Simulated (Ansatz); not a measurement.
# How far a parabola holds: energy against volume of CsCl-type AuZn (cubic form, which distorts at low temperature)

We consider CsCl-type AuZn (cubic form, which distorts at low temperature), described by LDA (plane waves, PAW; Ansatz, a program for electronic structure). Settings: plane-wave cutoff 520 eV, 18×18×18 k mesh, Fermi–Dirac smearing 0.05 eV, scalar-relativistic PAW data made under PBE. The cell has no free parameter but its volume, all volumes share cutoff and mesh, and the runs aren't spin-polarised. Energies are free energies at the run's smearing, counted from the lowest row; static lattice.

| V (Å³/atom) | E (meV/atom) |
|---|---|
| 13.940 | ? |
| 14.237 | 13.04 |
| 14.534 | 3.17 |
| 14.830 | 0.00 |
| 15.127 | 2.74 |
| 15.423 | 10.68 |

Taking a parabola for E over the 5 complete rows: With u = V - 14.8, the rows have u = -0.5630, -0.2660, 0.0300, 0.3270, 0.6230. Least squares gives E = 0.076 - 3.768·u + 33.743·u². Residuals (row less fit): 0.147, -0.296, 0.007, 0.288, -0.145; standard error 0.327 (degrees of freedom: 2). The fitted curve has its minimum at V = 14.9, where E = -0.03. Its curvature is d²E/dV² = 2 × 33.743 meV/Å⁶, so B = V0·d²E/dV² × 0.1602 = 161 GPa.

**Question.** Estimate the missing E (V = 13.940); what did the run itself give?

**Answer.** u = -0.8600, so E = 0.076 - 3.768 × (-0.8600) + 33.743 × (-0.8600)² = 28.273 meV/atom. The calculation gives 30.52 meV/atom, 2.247 meV/atom above the prediction (7.4 % of the range of E in the table). The row lies outside the fitted rows, so this is an extrapolation. From the scatter of the fitted rows alone, a prediction at this place has a standard error of 0.774 meV/atom, so the miss is 2.9 times that.

The residuals are curvature that a parabola lacks, not noise. A solid that stiffens under compression and softens on expansion lies above the parabola at the compressed end and under it at the expanded end, as this row does. A third-order Birch-Murnaghan fit to the whole scan has B0 = 159 GPa. Only scans are tabulated whose curvature falls smoothly with volume, and where the parabola meets the shown rows within 5 % of their range and misses the end by 0.1 meV or more.

Measured, for comparison: bulk modulus 131 GPa (temperature not stated, no zero-point or thermal correction; as tabulated in Nepal et al. (2020), arXiv:2007.11150). Computed less measured: bulk modulus +21 %.

Note: symmetry holds this phase in the static calculation, where it need not be a minimum.

Spin–orbit coupling is not included; it can shift volumes and moduli of such heavy elements.
